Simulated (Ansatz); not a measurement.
Given:

End structure of a constructed model of the (000-1) surface of 4H silicon carbide, C-terminated, (√3x√3)R30° In adatom at T4 (bottom of the slab: 3 H on 3 bottom sites):

```xyz
28
Lattice="4.6411 2.6796 0.0000 -4.6411 2.6796 0.0000 0.0000 0.0000 28.0000" Properties=species:S:1:pos:R:3 pbc="T T T"
Si    -1.5470     0.8932     9.6262
Si     1.5470     0.8932     9.6262
Si     0.0000     3.5727     9.6262
C      0.0000     0.0000    10.2604
C     -1.5470     2.6796    10.2604
C      1.5470     2.6796    10.2604
Si     0.0000     0.0000    12.1631
Si    -1.5470     2.6796    12.1520
Si     1.5470     2.6796    12.1520
C     -3.0868     1.7822    12.7809
C      0.0000     1.7948    12.7809
C      3.0868     1.7822    12.7809
Si    -3.0657     1.7700    14.6916
Si     0.0000     1.8192    14.6916
Si     3.0657     1.7700    14.6916
C      0.0000     0.0000    15.2077
C     -1.5470     2.6796    15.3543
C      1.5470     2.6796    15.3543
Si     0.0000     0.0000    17.0592
Si    -1.5470     2.6796    17.3489
Si     1.5470     2.6796    17.3489
C     -1.4966     0.8641    17.8089
C      1.4966     0.8641    17.8089
C      0.0000     3.6310    17.8089
H     -1.5475     0.8934     8.1263
H      1.5475     0.8934     8.1263
H      0.0000     3.5723     8.1263
In     0.0000     0.0000    19.5405
```

Slab: 28 atoms, 11.7 Å thick at the start with caps and adatoms (thin: gaps and levels are the slab's own); k 6x6x1, smearing 0.025 eV, dipole-corrected; 6 atoms held, the rest relaxed; held to the start's symmetry, so lower structures may exist; no spin, no spin-orbit, no U. In PBE it lies 0.12 eV a 1x1 cell over the lowest computed structure of the same composition ((√3x√3)R30° In adatom at H3).

Problem. Give the highest filled level below the top vacuum level at the level PBE run with Ansatz (a program for electronic structure).

Solution. 4.06 eV

Problem. Give the gap of the slab on its k-mesh at the level PBE.

Solution. 0.45 eV
